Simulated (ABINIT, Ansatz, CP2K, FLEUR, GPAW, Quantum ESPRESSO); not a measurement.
## Code comparison for LaBi2ClO4 (P4/mmm, 8 atoms in the cell)

Self-consistent single point.

```
CELL_PARAMETERS angstrom
      3.98890     0.00000     0.00000
      0.00000     3.98890     0.00000
      0.00000     0.00000     9.33319
ATOMIC_POSITIONS crystal
  La 0.00000 0.00000 0.00000
  Bi 0.50000 0.50000 0.27838
  Bi 0.50000 0.50000 0.72162
  Cl 0.00000 0.00000 0.50000
  O  0.00000 0.50000 0.16166
  O  0.00000 0.50000 0.83834
  O  0.50000 0.00000 0.16166
  O  0.50000 0.00000 0.83834
```

All programs got the same cell, k-point mesh and kind of occupations (in Ansatz's words: kpoints.mp_grid.grid = 6 6 3; scf.occupations.method = fermi_dirac; scf.occupations.width = 0.02 eV); potentials, basis and cutoffs are each program's usual ones.

```tsv
code	model	pressure (GPa)	largest force (eV/Å)	gap on the mesh (eV)	k-points	cutoff
Ansatz	LDA (PW92), default PAW files made with PBE	-7.52	0.593	1.239	20	default
CP2K	LDA (Pade form), GPW, DZVP-MOLOPT-SR-GTH basis, GTH-PADE potentials (GTH_POTENTIALS)	-4.99	0.164	1.099	56	grid 500 Ry
Quantum ESPRESSO	LDA (PZ), PseudoDojo standard norm-conserving (PBE) pseudopotentials	-6.47	0.470	1.174	20	110 Ry
GPAW	LDA (Perdew-Wang 92), GPAW PAW datasets LDA (gpaw-data 1.0.1)	–	0.649	1.216	20	900 eV
FLEUR	LDA (Perdew-Zunger), all-electron FLAPW (FLEUR), scalar-relativistic valence	–	0.649	1.273	20	Kmax 4.2 1/bohr
ABINIT	LDA (PW92), PAW (JTH v2.0 LDA PAW)	-7.41	0.618	1.225	20	707 eV
```

Size of the force on each atom (eV/Å): Sizes of forces hide their directions.

```json
[
 {"code": "Ansatz", "La1": "0.000", "Bi2": "0.593", "Bi3": "0.593", "Cl4": "0.000", "O5": "0.141", "O6": "0.141", "O7": "0.141", "O8": "0.141"},
 {"code": "CP2K", "La1": "0.000", "Bi2": "0.164", "Bi3": "0.164", "Cl4": "0.000", "O5": "0.063", "O6": "0.063", "O7": "0.063", "O8": "0.063"},
 {"code": "Quantum ESPRESSO", "La1": "0.000", "Bi2": "0.470", "Bi3": "0.470", "Cl4": "0.000", "O5": "0.113", "O6": "0.113", "O7": "0.113", "O8": "0.113"},
 {"code": "GPAW", "La1": "0.000", "Bi2": "0.649", "Bi3": "0.649", "Cl4": "0.000", "O5": "0.197", "O6": "0.197", "O7": "0.197", "O8": "0.197"},
 {"code": "FLEUR", "La1": "0.000", "Bi2": "0.649", "Bi3": "0.649", "Cl4": "0.000", "O5": "0.177", "O6": "0.177", "O7": "0.177", "O8": "0.177"},
 {"code": "ABINIT", "La1": "0.000", "Bi2": "0.618", "Bi3": "0.618", "Cl4": "0.000", "O5": "0.203", "O6": "0.203", "O7": "0.203", "O8": "0.203"}
]
```

A dash marks a value that a program does not give, or that is left out as unsure.

Gaps are read on the mesh.

The spread over the programs that give each value: pressure within 2.53 GPa; largest force within 0.485 eV/Å; gap on the mesh within 0.174 eV.

The starting cell comes from a database of computed structures (which also holds hypothetical and non-ambient phases and stackings), without a prior relaxation at this level. On Ansatz's run: Spin-orbit coupling is off. In the base run, with a pressure of about -7 GPa the cell is away from its equilibrium volume at this level.

Q: Why do the programs differ, and what cannot be compared?

A: Differences of this kind can come from the potentials, where these differ, and from what each basis and cutoff leave unconverged. The valence holds different numbers of electrons (Ansatz (a program for electronic structure) 72, CP2K 52, Quantum ESPRESSO 72, GPAW 72, FLEUR 72, ABINIT 72). The zero of total energies and Fermi levels follows the potentials and each program's conventions, so they are not compared here. CP2K uses small atom-centred bases, whose incompleteness enters pressures, forces and empty levels differently from a plane-wave cutoff. FLEUR treats all electrons, but the usual bases taken here (sphere radii, linearisation, local orbitals, empty states) were not tested for convergence, so the values are no reference for the others. Ansatz's pressure is given at a fixed set of plane waves, as the other plane-wave codes print theirs; with its correction for the finite basis it is -7.06 GPa (the shift of 0.46 GPa shows how far the cutoff is from converged). The pressure of GPAW is left out: its cutoff lies under the one at which its stress was checked. The same LDA comes in different parametrisations, which differ slightly. The programs reduce the same mesh by symmetry to different extents, which changes the work and not the result. In the pressure, CP2K (by 2.42) lies more than 1 GPa from the median of the plane-wave programs. In the gap, CP2K (by 0.121) lies more than 0.12 eV from the median of the plane-wave programs. In the force vectors, CP2K (by 0.441) and Quantum ESPRESSO (by 0.136) lie more than 0.08 eV/Å from the median of the plane-wave programs.

Keys are those of Ansatz 0.2.
